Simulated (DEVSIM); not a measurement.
System: Schottky contact on n-type GaAs, at 300 K.

```csv
layer (left to right),material,thickness (μm),Nd (cm⁻³),τn (s),τp (s)
1,GaAs,0.330,4.1e15,5e-10,5e-10
```

Left contact: Schottky, work function 4.98 eV, emission velocity 7.5e6 cm/s. Right contact: ohmic. Voltage is applied to the left contact. Recombination: SRH at mid-gap, radiative. Mobility is μmin + (μ − μmin)/(1 + (N/Nref)^α).

The device is made up for the run: typed textbook-type constants, with dimensions and the other settings drawn at random. Values at 300 K.

| parameter | GaAs |
|---|---|
| gap (eV) | 1.424 |
| affinity (eV) | 4.07 |
| permittivity | 12.9 |
| Nc (cm⁻³) | 4.7e17 |
| Nv (cm⁻³) | 9e18 |
| μn (cm²/Vs) | 8500 |
| μp (cm²/Vs) | 400 |
| μn,min | 500 |
| μp,min | 20 |
| Nref,n | 6e16 |
| Nref,p | 1.5e17 |
| αn | 0.39 |
| αp | 0.38 |
| B (cm³/s) | 2e-10 |

Simulated with DEVSIM: 1D drift-diffusion, Boltzmann statistics, complete ionisation; no tunnelling, impact ionisation, image-force lowering or self-heating. Metal contacts follow the ideal Schottky-Mott rule: no Fermi-level pinning, no interface dipoles.

### Question
Tabulate band edges, carrier densities and field at -5.0 V on the left contact.

### Answer
Energies count from the Fermi level of the right contact; mesh points crowd at the junctions.

```json
[
 {"x (μm)": "0.000", "Ec (eV)": "5.910", "Ev (eV)": "4.486", "n (cm⁻³)": "< 1e2", "p (cm⁻³)": "2.1e10", "field (V/cm)": "-180000"},
 {"x (μm)": "0.005366", "Ec (eV)": "5.811", "Ev (eV)": "4.387", "n (cm⁻³)": "< 1e2", "p (cm⁻³)": "4.5e8", "field (V/cm)": "-180000"},
 {"x (μm)": "0.01175", "Ec (eV)": "5.693", "Ev (eV)": "4.269", "n (cm⁻³)": "< 1e2", "p (cm⁻³)": "4800000", "field (V/cm)": "-180000"},
 {"x (μm)": "0.01935", "Ec (eV)": "5.553", "Ev (eV)": "4.129", "n (cm⁻³)": "< 1e2", "p (cm⁻³)": "22000", "field (V/cm)": "-180000"},
 {"x (μm)": "0.03039", "Ec (eV)": "5.351", "Ev (eV)": "3.927", "n (cm⁻³)": "< 1e2", "p (cm⁻³)": "1000", "field (V/cm)": "-180000"},
 {"x (μm)": "0.04152", "Ec (eV)": "5.147", "Ev (eV)": "3.724", "n (cm⁻³)": "< 1e2", "p (cm⁻³)": "990", "field (V/cm)": "-180000"},
 {"x (μm)": "0.05476", "Ec (eV)": "4.906", "Ev (eV)": "3.482", "n (cm⁻³)": "< 1e2", "p (cm⁻³)": "940", "field (V/cm)": "-180000"},
 {"x (μm)": "0.07401", "Ec (eV)": "4.558", "Ev (eV)": "3.134", "n (cm⁻³)": "< 1e2", "p (cm⁻³)": "870", "field (V/cm)": "-180000"},
 {"x (μm)": "0.09341", "Ec (eV)": "4.208", "Ev (eV)": "2.784", "n (cm⁻³)": "< 1e2", "p (cm⁻³)": "800", "field (V/cm)": "-180000"},
 {"x (μm)": "0.1165", "Ec (eV)": "3.795", "Ev (eV)": "2.371", "n (cm⁻³)": "< 1e2", "p (cm⁻³)": "720", "field (V/cm)": "-180000"},
 {"x (μm)": "0.1440", "Ec (eV)": "3.308", "Ev (eV)": "1.884", "n (cm⁻³)": "< 1e2", "p (cm⁻³)": "620", "field (V/cm)": "-180000"},
 {"x (μm)": "0.1780", "Ec (eV)": "2.711", "Ev (eV)": "1.287", "n (cm⁻³)": "< 1e2", "p (cm⁻³)": "490", "field (V/cm)": "-170000"},
 {"x (μm)": "0.2067", "Ec (eV)": "2.211", "Ev (eV)": "0.787", "n (cm⁻³)": "< 1e2", "p (cm⁻³)": "380", "field (V/cm)": "-170000"},
 {"x (μm)": "0.2309", "Ec (eV)": "1.795", "Ev (eV)": "0.371", "n (cm⁻³)": "< 1e2", "p (cm⁻³)": "280", "field (V/cm)": "-170000"},
 {"x (μm)": "0.2584", "Ec (eV)": "1.325", "Ev (eV)": "-0.099", "n (cm⁻³)": "< 1e2", "p (cm⁻³)": "170", "field (V/cm)": "-170000"},
 {"x (μm)": "0.2743", "Ec (eV)": "1.055", "Ev (eV)": "-0.369", "n (cm⁻³)": "< 1e2", "p (cm⁻³)": "110", "field (V/cm)": "-170000"},
 {"x (μm)": "0.2852", "Ec (eV)": "0.871", "Ev (eV)": "-0.553", "n (cm⁻³)": "1100", "p (cm⁻³)": "< 1e2", "field (V/cm)": "-170000"},
 {"x (μm)": "0.2969", "Ec (eV)": "0.675", "Ev (eV)": "-0.749", "n (cm⁻³)": "2100000", "p (cm⁻³)": "< 1e2", "field (V/cm)": "-170000"},
 {"x (μm)": "0.3101", "Ec (eV)": "0.453", "Ev (eV)": "-0.971", "n (cm⁻³)": "1.1e10", "p (cm⁻³)": "< 1e2", "field (V/cm)": "-170000"},
 {"x (μm)": "0.3178", "Ec (eV)": "0.325", "Ev (eV)": "-1.099", "n (cm⁻³)": "1.6e12", "p (cm⁻³)": "< 1e2", "field (V/cm)": "-170000"},
 {"x (μm)": "0.3243", "Ec (eV)": "0.218", "Ev (eV)": "-1.206", "n (cm⁻³)": "1.0e14", "p (cm⁻³)": "< 1e2", "field (V/cm)": "-170000"},
 {"x (μm)": "0.3300", "Ec (eV)": "0.123", "Ev (eV)": "-1.301", "n (cm⁻³)": "4.1e15", "p (cm⁻³)": "< 1e2", "field (V/cm)": "-170000"}
]
```
